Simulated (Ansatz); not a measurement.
Consider AlNi in the CsCl type structure (space group Pm-3m, No. 221; non-magnetic).

```xyz
2
Lattice="2.8631 0.0000 0.0000 0.0000 2.8631 0.0000 0.0000 0.0000 2.8631" Properties=species:S:1:pos:R:3 pbc="T T T"
Al     0.0000     0.0000     0.0000
Ni     1.4316     1.4316     1.4316
```

Cartesian axes are those of the cell as printed.

Calculations: r2SCAN/PAW in Ansatz (a quantum-chemistry and plane-wave program), no spin-orbit coupling.

Base values:

* **Shortest interatomic distance**: 2.480 Å

One thing is altered: a free-standing slab of 3 layers (6 atoms, 2 a layer) is cut normal to [110], with 15 Å of vacuum and the in-plane cell held at bulk.

Q: Predict the new change of the spacing d12 from its bulk value of 2.025 Å, shortest interatomic distance and excess energy per area of both faces.

A: The change of the spacing d12 from its bulk value of 2.025 Å comes out as -1.0 %; the shortest interatomic distance shrinks by 0.0965 Å to 2.383 Å; the excess energy per area of both faces (slab less bulk energy over the cell's area: twice a surface energy) amounts to 3.5 J/m² (uncertain by up to 0.08 J/m²).

The excess energy carries the mismatch between the slab's and the bulk's meshes. Whether these cells are dynamically stable was not tested. Seeded moments were not kept for the base. All final runs are without spin polarisation.
